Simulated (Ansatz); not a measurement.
IrAl (Pm-3m): band-structure transport figures

```
AlIr
1.0
    2.99025     0.00000     0.00000
    0.00000     2.99025     0.00000
    0.00000     0.00000     2.99025
Al Ir
1 1
Cartesian
  0.00000   0.00000   0.00000
  1.49513   1.49513   1.49513
```

Level of theory: PBEsol, rigid bands (plane waves, PAW, scalar-relativistic; Ansatz, an electronic-structure program). Cell: cell and atoms relaxed with PBEsol.

| Property | Value |
|---|---|
| density of states at the Fermi level | 0.388 states/(eV·cell), both spins |
| bare Sommerfeld coefficient | 0.46 mJ/(mol of atoms·K²) |
| Drude plasma energy | 4.4 eV |
| root-mean-square Fermi velocity | 7.1e5 m/s |
| resistivity times τ | 25 ×10⁻²² Ω·m·s |

A metal at this level (no band gap); rigid bands, thermally averaged at 300 K, both spins. Spin-orbit coupling is left out, which matters with elements this heavy. τ is one relaxation time for all states.

Computed structure, not matched to a measured one here, so possibly hypothetical: IrAl (Pm-3m).
